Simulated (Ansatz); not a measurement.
Input and output of a self-consistent single point for H4BrN (R3m, 6 atoms in the cell) (Ansatz, an electronic-structure program).

Method: LDA (PW92), default PAW files made with PBE (plane waves; Ansatz).

The change in words: lattice scaled by 0.98; basis.ecutrho_ratio: default → 5. Reference geometry:
```
H4BrN
1.0
    4.01210     0.00000     0.00000
    0.00000     4.01210     0.00000
    0.00000     0.00000     4.01210
H Br N
4 1 1
Direct
  0.14921   0.14921   0.85079
  0.14921   0.85079   0.14921
  0.85798   0.85798   0.85798
  0.85079   0.14921   0.14921
  0.50000   0.50000   0.50000
  0.00000   0.00000   0.00000
```

Reference input (self-consistent single point, DFT, LDA (PW92), plane waves, default PAW files made with PBE): basis.ecutwfc = 420 eV; kpoints.mp_grid.grid = 6 6 6; hamiltonian.xc = lda; hamiltonian.pseudopotentials = {kind: paw} (the program's default PAW files); scf.occupations.method = fixed. This run's input differs from it in these lines:

Ansatz 0.2 input:
```diff
@@ -2,11 +2,11 @@
   lattice:
-    - [4.012100, 0.000000, 0.000000]
-    - [0.000000, 4.012100, 0.000000]
-    - [0.000000, 0.000000, 4.012100]
+    - [3.931858, 0.000000, 0.000000]
+    - [0.000000, 3.931858, 0.000000]
+    - [0.000000, 0.000000, 3.931858]
   atoms:
-    - { symbol: H, position_ang: [0.598645, 0.598645, 3.413455] }
-    - { symbol: H, position_ang: [0.598645, 3.413455, 0.598645] }
-    - { symbol: H, position_ang: [3.442322, 3.442322, 3.442322] }
-    - { symbol: H, position_ang: [3.413455, 0.598645, 0.598645] }
-    - { symbol: Br, position_ang: [2.006050, 2.006050, 2.006050] }
+    - { symbol: H, position_ang: [0.586673, 0.586673, 3.345185] }
+    - { symbol: H, position_ang: [0.586673, 3.345185, 0.586673] }
+    - { symbol: H, position_ang: [3.373475, 3.373475, 3.373475] }
+    - { symbol: H, position_ang: [3.345185, 0.586673, 0.586673] }
+    - { symbol: Br, position_ang: [1.965929, 1.965929, 1.965929] }
     - { symbol: N, position_ang: [0.000000, 0.000000, 0.000000] }
@@ -14,2 +14,3 @@
   ecutwfc: 420.0
+  ecutrho_ratio: 5
 kpoints:
```

Log, with long lists cut:

```
SCF iter   1: F=—  HF=-3133.454882 eV  |F-HF|=—  |Δ(HF+E_count)|=         —  Δρ=7.86e-3  dr2=1.82e-2  ethr=1.77e-3  ⟨swp⟩=5.6  Hψ=2188  notcnv=0  defer=117
all-band conjugate gradients solve this SCF's bands
preconditioner: auto → none
SCF iter   2: F=—  HF=-3133.450495 eV  |F-HF|=—  |Δ(HF+E_count)|=   4.39e-3  Δρ=3.21e-3  dr2=3.47e-3  ethr=1.13e-4  ⟨swp⟩=2.0  Hψ=815  notcnv=0  defer=119
SCF iter   3: F=—  HF=-3133.449839 eV  |F-HF|=—  |Δ(HF+E_count)|=   6.56e-4  Δρ=1.60e-3  dr2=1.32e-3  ethr=2.17e-5  ⟨swp⟩=2.0  Hψ=695  notcnv=0  defer=123
SCF iter   4: F=—  HF=-3133.449430 eV  |F-HF|=—  |Δ(HF+E_count)|=   4.09e-4  Δρ=1.44e-4  dr2=5.88e-6  ethr=8.22e-6  ⟨swp⟩=2.0  Hψ=691  notcnv=0  defer=120
SCF iter   5: F=—  HF=-3133.449431 eV  |F-HF|=—  |Δ(HF+E_count)|=   1.41e-6  Δρ=5.83e-5  dr2=1.54e-6  ethr=3.67e-8  ⟨swp⟩=2.4  Hψ=687  notcnv=0  defer=73
SCF iter   6: F=—  HF=-3133.449431 eV  |F-HF|=—  |Δ(HF+E_count)|=   4.32e-7  Δρ=1.69e-5  dr2=1.33e-7  ethr=9.63e-9  ⟨swp⟩=2.0  Hψ=503  notcnv=0  defer=68
SCF iter   7: F=-3133.449431 eV  HF=-3133.449431 eV  |F-HF|=2.91e-9  |Δ(HF+E_count)|=   4.21e-8  Δρ=3.56e-6  dr2=3.87e-9  ethr=6.25e-10  ⟨swp⟩=11.5  Hψ=2646  notcnv=0
SCF 1 converged in 7 iterations: F = -3133.449431 eV  dr2 = 3.87e-9
Free energy (F): -3133.449431 eV
Internal energy: -3133.449431 eV  (E = F + TS)
E sigma→0 (E₀):  -3133.449431 eV
Fermi energy:    1.298947 eV
--- Forces (eV/Å), atoms counted from 1 ---
  atom   1  H      0.77621385     0.77621385    -0.73815063
  atom   2  H      0.77621385    -0.73815063     0.77621385
  atom   3  H     -2.10462199    -2.10462199    -2.10462199
  atom   4  H     -0.73815063     0.77621385     0.77621385
  atom   5  Br    -0.02119177    -0.02119177    -0.02119177
  atom   6  N      1.31153047     1.31153047     1.31153047
--- Stress (GPa, compression-positive) ---
        5.690916       2.093410       2.093410
        2.093410       5.690916       2.093410
        2.093410       2.093410       5.690916
  P = ⅓ Tr σ = 5.6909 GPa (56.909 kbar)
  The stress holds the Pulay correction. Without it, at fixed plane waves, as pw.x and ABINIT print it: P = 5.2729 GPa
```

The run converged in 7 iterations. Against the reference run the free energy goes up by 13.2 meV/atom, the pressure goes from 1.18 to 5.69 GPa, the largest force goes from 2.574 to 3.645 eV/Å and the gap on the mesh goes from 3.895 to 4.166 eV.

The starting cell comes from a database of computed structures (which also holds hypothetical and non-ambient phases and stackings), without a prior relaxation at this level. Its lattice was rescaled by up to half a per cent. One atom was moved a little off its site on purpose. For this run, on top of that: lattice scaled by 0.98. Forces in this geometry exceed 1 eV/Å. Ansatz's pressure includes its estimate of the finite-basis (Pulay) stress.
